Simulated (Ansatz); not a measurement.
**A computed series for LaMnO3: element substitutions**

The reference is LaMnO3 (space group C2/c, No. 15; a = 9.368 Å, b = 5.493 Å, c = 5.422 Å, α = γ = 90.00°, β = 124.25°; ferromagnetic; a cell from a computed database, its experimental status unchecked).

Each row replaces one element on all its sites; cell and atoms are relaxed.

Calculations: Ansatz (a program for electronic structure) PBEsol, spin-orbit coupling left out.

```csv
variant,shortest interatomic distance,density
base,195.7 pm,6.97 g/cm³
Mn → Cd,(withheld),(withheld)
La → Sc,189.1 pm,5.15 g/cm³
Mn → V,195.4 pm,6.77 g/cm³
```

Q: What belongs in the blanks?

A: 
- Mn → Cd, shortest interatomic distance: 210.3 pm
- Mn → Cd, density: 7.06 g/cm³

Stability against distortions was not tested. As relaxed here, LaCdO3, ScMnO3 and LaVO3 are hypothetical phases, not in the database extracts checked. No Hubbard U is applied and the magnetic state is the run's own (LaMnO3 ferromagnetic; ScMnO3 ferromagnetic); small cells can't hold the antiferromagnetic order that many such compounds have, so gaps and moments can be off. Spin-polarised in the final run: base, ScMnO3 and LaVO3; the other runs are not.
